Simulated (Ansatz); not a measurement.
V_Cu+Ge_Cu in fcc Cu

These are PBE, PAW (plane waves to 420 eV; Ansatz, an electronic-structure program) values and carry that method's errors. Set-up: 32-site cell; 6×6×6 shifted k-points; start: the Cu site; Cu 2.57 Å away; no Hubbard U; finite-size errors of tenths of an eV; the relaxation kept the symmetry of the starting site; relaxed from one start, so a lower configuration may exist.

Neighbours after relaxation, in Å: of the emptied site: Ge 2.48, Cu 2.54, Cu 2.54, Cu 2.54, Cu 2.54, Cu 2.54, Cu 2.54, Cu 2.55 (the shell may go on); of the Ge atom: Cu 2.54, Cu 2.54, Cu 2.54, Cu 2.54, Cu 2.59, Cu 2.59, Cu 2.63, Cu 2.63 (the shell may go on).

Formation energies E_f are those of the neutral cell. Chemical conditions: host crystal and elements as references (Δμ(Cu) = 0.00 eV, Δμ(Ge) = 0.00 eV; Ge taken from its element, since no compound that bounds it was computed at this level; only phases computed here count, gases as isolated molecules at 0 K). Reference phases: Cu: fcc Cu, Ge: germanium.

The name describes the start; the neighbours show where the atoms ended.

```json
[
 {"charge": "0", "moment (μB)": "not spin-polarised", "point group": "C2v", "largest move off a lattice site (Å)": "0.09", "E_f, host crystal and elements as references (eV)": "0.89"}
]
```

Point groups are those of the whole cell at tolerances of 0.03 and 0.1 Å ("near" where only the looser one holds); none is given for unsettled states.

All states together cost very roughly 80 core-minutes.
